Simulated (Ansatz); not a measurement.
Data:

```
CELL_PARAMETERS angstrom
      2.67558     0.00000     0.00000
     -1.33779     2.31712     0.00000
      0.00000     0.00000     4.13923
ATOMIC_POSITIONS crystal
  Ru 0.66667 0.33333 0.75000
  Ru 0.33333 0.66667 0.25000
```

No spin polarisation.

Computed with LDA (Ansatz, a program for electronic structure; PAW; 420 eV plane waves; no spin-orbit coupling). Settings: 25×25×14 k-points, 0.1 eV Fermi–Dirac smearing.

Q: Predict the stress and band gap.

A: 
* **Stress (xx, yy, zz, yz, xz, xy; compression positive)**: (4.5, 4.5, 15.9, 0.0, 0.0, 0.0) GPa
* **Band gap**: zero

The cells carry an imposed strain or load. Whether these cells are dynamically stable was not tested. The final runs are not spin-polarised. The cell was made from Ru in the hcp (Mg type) structure (space group P6_3/mmc, No. 194) by this change: uniaxial strain ε_zz = −2.00 %.
